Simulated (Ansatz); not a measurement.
The reference is ZnS in the wurtzite structure (space group P6_3mc, No. 186; a = 3.8061 Å, c = 6.2447 Å).

Computed with r2SCAN in Ansatz (plane waves to 500 eV, PAW, scalar-relativistic without spin-orbit coupling).

Base values:

The gap character is direct at Γ and the electron mass is 0.18 mₑ along c, 0.21 mₑ across (at Γ).

It is then changed as follows: cell and atoms relaxed at a pressure of 100 GPa.

Task: How does this affect the gap character and electron mass?

Result: The gap character goes from direct at Γ to indirect, Γ → K; the electron mass becomes 0.24 mₑ along c, 0.36 mₑ across (at K) (base: 0.18 mₑ along c, 0.21 mₑ across (at Γ)).

Load acts through the strain it causes; cell and atoms are relaxed under it. Effective masses come from finite differences of ±0.01 Å⁻¹. Whether these cells are dynamically stable was not tested. Tetrahedral semiconductors of this kind turn to denser phases somewhere between about 1 and 50 GPa; those were not computed, so compressed cells here can lie past the real transition.

Ansatz is an electronic-structure program.
